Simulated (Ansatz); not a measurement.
System: CsHgBr3 (Pm-3m, No. 221, 5 atoms in the cell; start mp-27718; idealised or unconfirmed structure). Method: r²SCAN (Ansatz, a quantum-chemistry and plane-wave program, plane waves, PAW).

Run with plane-wave cutoff 560 eV, 10×10×10 k mesh, Fermi–Dirac smearing 0.05 eV, scalar-relativistic PAW data made under PBE.

Cell (relaxed at this level):

```cif
data_Br3CsHg
_chemical_formula_sum 'Cs1 Hg1 Br3'
_space_group_name_H-M_alt 'Pm-3m'
_space_group_IT_number 221
_space_group_name_Hall '-P 4 2 3'
_cell_length_a 5.60035
_cell_length_b 5.60035
_cell_length_c 5.60035
_cell_angle_alpha 90.000
_cell_angle_beta 90.000
_cell_angle_gamma 90.000
loop_
_atom_site_label
_atom_site_type_symbol
_atom_site_symmetry_multiplicity
_atom_site_Wyckoff_symbol
_atom_site_fract_x
_atom_site_fract_y
_atom_site_fract_z
_atom_site_occupancy
Cs1 Cs 1 a 0.00000 0.00000 0.00000 1
Hg1 Hg 1 b 0.50000 0.50000 0.50000 1
Br1 Br 3 c 0.00000 0.50000 0.50000 1
```

Task: Predict the bulk modulus.

Result: 
bulk modulus: 28.0 GPa

The run finds no gap.

Note: the bulk modulus is −V dP/dV from two relaxed cells at ±2 % in volume; the relaxation could not lower the start's symmetry, so the cell can be a saddle point above a distorted one.

Spin–orbit coupling is not included; it can open a gap where bands touch, and shift volumes and moduli.

Static lattice: no zero-point or thermal effects.

Computing time: around 5 core-minutes (rough).

A start named mp-… is a Materials Project structure, which need not be a measured phase.
